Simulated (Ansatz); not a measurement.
## A computed series for hypothetical diamond Ga: thickness series

The parent structure is Ga in the diamond structure (space group Fd-3m, No. 227; a hypothetical phase, not in the database extracts checked).

```
Ga
1.0
    0.00000     2.94216     2.94216
    2.94216     0.00000     2.94216
    2.94216     2.94216     0.00000
Ga
2
Cartesian
  4.41324   4.41324   4.41324
  2.94216   2.94216   2.94216
```

Cartesian axes are those of the cell as printed.

Free-standing slabs (2 atom(s) a layer) normal to [110] with 15 Å of vacuum; in-plane cell held at bulk.

Calculations: plane-wave PAW DFT at the PBE level (Ansatz, a program for electronic structure, 420 eV), without spin-orbit coupling.

Notes on the quantities. excess energy per area of both faces: slab less bulk energy over the cell's area: twice a surface energy; uncertain by up to 0.09 J/m²; layer's space group: with vacuum.

```json
[
 {"case": "base", "excess energy per area of both faces": "–", "shortest interatomic distance": "2.548 Å", "layer's space group": "–", "thickness between the outermost nuclei": "–"},
 {"case": "1 layer", "excess energy per area of both faces": "–", "shortest interatomic distance": "?", "layer's space group": "Pmma (No. 51)", "thickness between the outermost nuclei": "–"},
 {"case": "2 layers", "excess energy per area of both faces": "0.94 J/m²", "shortest interatomic distance": "2.423 Å", "layer's space group": "Pmna (No. 53)", "thickness between the outermost nuclei": "1.83 Å"},
 {"case": "3 layers", "excess energy per area of both faces": "0.91 J/m²", "shortest interatomic distance": "2.377 Å", "layer's space group": "Pmma (No. 51)", "thickness between the outermost nuclei": "3.49 Å"},
 {"case": "4 layers", "excess energy per area of both faces": "0.89 J/m²", "shortest interatomic distance": "2.499 Å", "layer's space group": "Pmna (No. 53)", "thickness between the outermost nuclei": "5.96 Å"},
 {"case": "5 layers", "excess energy per area of both faces": "0.9 J/m²", "shortest interatomic distance": "2.437 Å", "layer's space group": "Pmma (No. 51)", "thickness between the outermost nuclei": "7.48 Å"},
 {"case": "6 layers", "excess energy per area of both faces": "0.9 J/m²", "shortest interatomic distance": "2.469 Å", "layer's space group": "Pmna (No. 53)", "thickness between the outermost nuclei": "9.98 Å"},
 {"case": "7 layers", "excess energy per area of both faces": "0.9 J/m²", "shortest interatomic distance": "2.469 Å", "layer's space group": "Pmma (No. 51)", "thickness between the outermost nuclei": "11.88 Å"}
]
```

**Question.** Some entries are withheld; estimate them.

**Answer.** 
- 1 layer, shortest interatomic distance: 2.587 Å

The excess energy carries the mismatch between the slab's and the bulk's meshes. No phonon test of stability was made.
